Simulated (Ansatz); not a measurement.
Consider FeCo in the CsCl type structure (space group Pm-3m, No. 221; a = 2.800 Å; ferromagnetic).

Computed with Ansatz (a program for electronic structure), PBEsol, PAW, cutoff 420 eV, scalar-relativistic without spin-orbit coupling.

One change was made to it. Results:

```csv
quantity,base,after
lattice parameter a,2.800 Å,2.736 Å
band gap,zero,zero
```

**Question.** Which of these changes matches the shifts?
(A) pressure 9 GPa
(B) pressure 4.2 GPa
(C) pressure 18 GPa

**Answer.** C, pressure 18 GPa. For comparison, the lattice parameter a in the other runs: pressure 4.2 GPa gives 2.783 Å; pressure 9 GPa gives 2.765 Å.

The magnetic state is the one reached from the starting moments; the real material's order can differ, and small cells can't hold many antiferromagnetic ones. Load acts through the strain it causes; cell and atoms are relaxed under it. No phonon test of stability was made. Competing high-pressure phases were not computed.
